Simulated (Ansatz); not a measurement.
# SiS$_{2}$ (space group Ibam, No. 72; made of chains)

```cif
data_S8Si4
_chemical_formula_sum 'S8 Si4'
_space_group_name_H-M_alt 'Ibam'
_space_group_IT_number 72
_space_group_name_Hall '-I 2 2c'
_cell_length_a 5.80170
_cell_length_b 9.88927
_cell_length_c 5.54627
_cell_angle_alpha 90.000
_cell_angle_beta 90.000
_cell_angle_gamma 90.000
loop_
_space_group_symop_operation_xyz
  'x, y, z'
  '-x, -y, -z'
  '-x, -y, z'
  'x, y, -z'
  'x, -y, -z+1/2'
  '-x, y, z+1/2'
  '-x, y, -z+1/2'
  'x, -y, z+1/2'
  'x+1/2, y+1/2, z+1/2'
  '-x+1/2, -y+1/2, -z+1/2'
  '-x+1/2, -y+1/2, z+1/2'
  'x+1/2, y+1/2, -z+1/2'
  'x+1/2, -y+1/2, -z'
  '-x+1/2, y+1/2, z'
  '-x+1/2, y+1/2, -z'
  'x+1/2, -y+1/2, z'
loop_
_atom_site_label
_atom_site_type_symbol
_atom_site_symmetry_multiplicity
_atom_site_Wyckoff_symbol
_atom_site_fract_x
_atom_site_fract_y
_atom_site_fract_z
_atom_site_occupancy
S1 S 8 j 0.19974 0.11482 0.00000 1
Si1 Si 4 a 0.00000 0.00000 0.25000 1
```
(The calculation used a cell of 6 atoms; values per cell refer to that cell.)

All numbers come from DFT with r2SCAN, PAW potentials and a 500 eV plane-wave cutoff in Ansatz (a program for electronic structure), spin-orbit coupling left out, earlier PAW set. Settings: 8×8×8 k-points, 0.05 eV Fermi–Dirac smearing.

```yaml
volume_per_atom: 26.52 Å³
density: 1.92 g/cm³
band_gap: 3.30 eV, indirect, Σ₀–Γ (22 % along) → k = (3/8, 3/8, -3/8) in the run's primitive reciprocal basis
electron_mass: 0.82 mₑ along a, 1.2 mₑ along b, 0.76 mₑ along c
total_energy: -817.657 eV/atom (σ→0; compares only within this code and set-up)
```

Masses are band curvatures over ±0.01 Å⁻¹ around the edge. Stability against distortions was not tested. No dispersion term is included, though the crystal is made of layers, chains or molecules, so its spacings can come out too wide.
